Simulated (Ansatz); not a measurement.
## A computed series for GaSb: pressure series

The reference is GaSb in the zinc blende structure (space group F-43m, No. 216; a = 6.2134 Å).

Cell and atoms are relaxed at each pressure.

Calculations: PBE (Ansatz, a first-principles code), no SOC.

Notes on the quantities. enthalpy: H = E + PV relative to the base's energy.

```csv
change,enthalpy,lattice parameter a
base,–,6.213 Å
pressure −2 GPa,-0.38 eV/atom,…
pressure −1 GPa,-0.19 eV/atom,6.264 Å
pressure 0.9 GPa,+0.17 eV/atom,…
pressure 2.1 GPa,+0.38 eV/atom,6.126 Å
pressure 4.5 GPa,+0.81 eV/atom,6.045 Å
pressure 9 GPa,+1.56 eV/atom,5.925 Å
pressure 15 GPa,+2.50 eV/atom,…
pressure 22.5 GPa,+3.61 eV/atom,5.685 Å
pressure 30 GPa,+4.66 eV/atom,…
```

Task: What belongs in the blanks?

Result: 
- pressure −2 GPa, lattice parameter a: 6.320 Å
- pressure 0.9 GPa, lattice parameter a: 6.175 Å
- pressure 15 GPa, lattice parameter a: 5.802 Å
- pressure 30 GPa, lattice parameter a: 5.591 Å

Load acts through the strain it causes; cell and atoms are relaxed under it. Whether these cells are dynamically stable was not tested. Tetrahedral semiconductors of this kind turn to denser phases somewhere between about 1 and 50 GPa; those were not computed, so compressed cells here can lie past the real transition. All final runs are without spin polarisation.
